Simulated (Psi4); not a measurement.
Psi4 1.11, unrestricted BP86/def2-svp: Ni(SH)(k2OAc)(NH3)2 (CC1[O][Ni](<-[NH3])(<-[NH3])([SH])<-[O]=1), charge 0, multiplicity 3, 18 atoms. The geometry is a generated start, not checked to be a minimum at this level.

- task = energy
- method = bp86
- basis = def2-svp
- memory = 3 GB
- maxiter = 100
- keys of the molecule block = symmetry c1
- scf_type = df (default)
- e_convergence = 1e-06 (default)
- d_convergence = 1e-06 (default)
- dft_radial_points = 75 (default)
- dft_spherical_points = 302 (default)
- basis functions = 183
- grid points = 383063

```xyz
18

Ni    -0.2141     0.6803    -0.5367
S     -1.6519     2.2097    -1.2507
H     -0.7870     3.2150    -1.3628
C     -0.7466    -1.8947     2.4482
C     -0.5220    -0.9311     1.3048
O      0.6330    -0.5032     1.0569
O     -1.4967    -0.5715     0.5993
H     -1.4666    -2.6538     2.1556
H      0.1946    -2.3486     2.7429
H     -1.1570    -1.3401     3.2890
N      1.5977     1.9272    -0.3908
H      2.0778     1.4313     0.3584
H      1.4468     2.8848    -0.0941
H      2.1956     1.9321    -1.2100
N     -0.0154    -0.8089    -2.1045
H     -0.5344    -1.5980    -1.7227
H      0.9251    -1.1177    -2.3248
H     -0.4788    -0.5128    -2.9580
```

Charge 0 and multiplicity 3 are set for this test and not shown to be the ground state.

With the defaults (scf_initial_accelerator = adiis, diis = true, damping_percentage = 0, soscf = false, soscf_start_convergence = 0.01, guess = auto, which took SAD, diis_max_vecs = 10) it converges in 52 SCF iterations. One run each on 2 threads, with these changes:
- soscf = true
- diis_max_vecs = 3
- scf_initial_accelerator = none, diis = false, damping_percentage = 60
- guess = sap
- guess = core
- soscf = true, soscf_start_convergence = 0.1
- guess = sapgau
- guess = modhuckel
- scf_initial_accelerator = none

Task: Name the settings that don't reach the solution of the defaults.

Result: No convergence: scf_initial_accelerator = none; scf_initial_accelerator = none, diis = false, damping_percentage = 60; soscf = true, soscf_start_convergence = 0.1 (the run ends without SCF convergence in 100 iterations). The rest reach the solution of the defaults.

| setting | SCF iterations | JK calls | end |
|---|---|---|---|
| guess = sapgau | 18 | 18 | same solution |
| guess = modhuckel | 20 | 56 | same solution |
| guess = core | 30 | 30 | same solution |
| guess = sap | 35 | 35 | same solution |
| the defaults | 52 | 53 | same solution |
| soscf = true | 74 | 125 | same solution |
| diis_max_vecs = 3 | 84 | 85 | same solution |
| scf_initial_accelerator = none | 100 | 101 | no convergence |
| scf_initial_accelerator = none, diis = false, damping_percentage = 60 | 100 | 101 | no convergence |
| soscf = true, soscf_start_convergence = 0.1 | 100 | 171 | no convergence |

An SOSCF iteration holds several JK calls; a Hückel guess adds calls on atoms. 2 further runs of the study ended by our limits or in an error and are left out.
